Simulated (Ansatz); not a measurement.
The reference is ZrN in the rock salt structure (space group Fm-3m, No. 225; a = 4.5523 Å).

Computed with Kohn–Sham DFT with the PBEsol functional, run in Ansatz (an electronic-structure program) with PAW and 420 eV plane waves, no spin-orbit coupling.

Before the change:

```
Quantity               Value
-------------------  -------
Lattice parameter a  4.552 Å
```

Perturbation: full substitution N → C; the structure is relaxed again.

Tabulated Pauling electronegativity and covalent radius: N 3.04, 0.71 Å; C 2.55, 0.76 Å.

### Question
Predict the new lattice parameter a.

### Answer
The lattice parameter a grows by 0.117 Å (4.552 Å → 4.669 Å).

No phonon test of stability was made. All final runs are without spin polarisation. An odd electron count without spin: ZrN.
